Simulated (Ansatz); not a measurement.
Surface energy of faces of beta Ga2O3 in PBE and in RPBE, in Ansatz (plane waves, PAW). Symmetric slabs relaxed with PBE from ideal cuts in 1x1 cells (the lowest computed cut and spin start of each face; real faces may reconstruct in larger cells); RPBE values are single points on them, with the bulk at the same level. No spin-orbit coupling, no U.

| face | PBE (J/m²) | RPBE (J/m²) |
|---|---|---|
| (001) | 1.63 | 1.42 |
| (100) | 0.47 | 0.29 |
| (101) (10 Ga–Ga, 4 Ga–O bonds formed; 2 Ga–O bonds broke; O ended outermost) | 1.59 | 1.42 |
| (110) (2 Ga–O bonds formed; 6 Ga–O bonds broke; O ended outermost) | 1.33 | 1.13 |
| (111) | 1.21 | ? |

Task: Fit a straight line y = a·x + b by least squares to the 4 complete rows (x: PBE (J/m²); y: RPBE (J/m²)).

Result: the means are x̄ = 1.2550 and ȳ = 1.0650; Σ(x − x̄)² = 0.87470 and Σ(x − x̄)(y − ȳ) = 0.86530, so a = 0.989 and b = ȳ − a·x̄ = -0.177. The largest residual is 0.024.

Task: What does the line predict for the withheld row, (111), and what did the calculation give?

Result: the line gives 1.02; the calculation gave 0.99, a miss of -0.03, of the size of the fitted rows' scatter and rounding.

Ansatz is an electronic-structure program.
